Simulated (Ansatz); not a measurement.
A computed series for GaSb: pressure series

Consider GaSb in the zinc blende structure (space group F-43m, No. 216).

```xyz
2
Lattice="0.0000 3.0668 3.0668 3.0668 0.0000 3.0668 3.0668 3.0668 0.0000" Properties=species:S:1:pos:R:3 pbc="T T T"
Sb     4.6001     4.6001     4.6001
Ga     0.0000     0.0000     0.0000
```

Cell and atoms are relaxed at each pressure.

All numbers come from DFT with r2SCAN, PAW potentials and a 500 eV plane-wave cutoff in Ansatz (a program for electronic structure), no spin-orbit coupling, earlier PAW set.

Base values:

Band gap: 0.41 eV

Q: The aim is a band gap between 0.48 eV and 0.53 eV. Which of these changes reaches it?
A. pressure −1 GPa
B. pressure 3 GPa
C. pressure 0.7 GPa

A: C, pressure 0.7 GPa. It gives 0.51 eV; pressure 3 GPa gives 0.80 eV; pressure −1 GPa gives 0.26 eV. Changes not listed may reach it too

Spin-orbit coupling, missing from the scalar runs, can matter with Sb. Load acts through the strain it causes; cell and atoms are relaxed under it. Whether these cells are dynamically stable was not tested. Tetrahedral semiconductors of this kind turn to denser phases somewhere between about 1 and 50 GPa; those were not computed, so compressed cells here can lie past the real transition. The zero or small gap of GaSb under pressure −1 GPa can change with the level of theory.
